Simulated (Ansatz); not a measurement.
Ru: energy against strain

Ru (hcp, P6_3/mmc, 13.327 Å³/atom at rest, c along z) under a strain ε along a direction in the basal plane (axis x), the other axes held. PBEsol in Ansatz, a plane-wave DFT program (PAW, default set), 420 eV, 25×25×14 Γ-centred mesh, Fermi-Dirac smearing 0.10 eV; ions are relaxed within the symmetry of each cell.

Here s stands for strain and y for E less E0.

| strain (%) | E less E0 (meV/atom) |
|---|---|
| -1.50 | 5.88 |
| -1.00 | 2.51 |
| -0.50 | 0.57 |
| 0.00 | 0.00 |
| 0.50 | 0.74 |
| 1.00 | 2.72 |
| 1.50 | 5.90 |
| 3.00 | ? |

Fit y of the 7 rows that show it with a parabola. Least squares gives y = 0.000 + 0.0464·s + 2.6176·s². Residuals (row less fit): 0.060, -0.061, -0.061, 0.000, 0.062, 0.056, -0.059; standard error 0.074 (degrees of freedom: 4). Twice the quadratic coefficient over the volume, 2 × 2.6176 meV × 10⁴ × 0.1602 / 13.327 Å³, is the elastic constant C11 = 629 ± 8 GPa.

Q: Estimate the missing y (s = 3.00); what did the run itself give?

A: y = 0.000 + 0.0464 × 3.0 + 2.6176 × 3.0² = 23.698 meV/atom. The calculation gives 22.01 meV/atom, 1.688 meV/atom below the prediction (7.7 % of the range of y in the table). The row lies outside the fitted rows, so this is an extrapolation. From the scatter of the fitted rows alone, a prediction at this place has a standard error of 0.281 meV/atom, so the miss is 6.0 times that.

One order more, fitted to all 13 runs of the series, follows each within 0.01, so the miss is the next term of a smooth law. In a metal these values are sensitive to mesh and smearing; energies are taken to zero smearing, stresses follow the free energy. Rows are the converged runs of the series near zero and its far end; series whose fitted rows scatter by over a few per cent of the range, as at a crossing or softening among them, aren't shown in this form. Most that stay on the fit to the last digits aren't either.
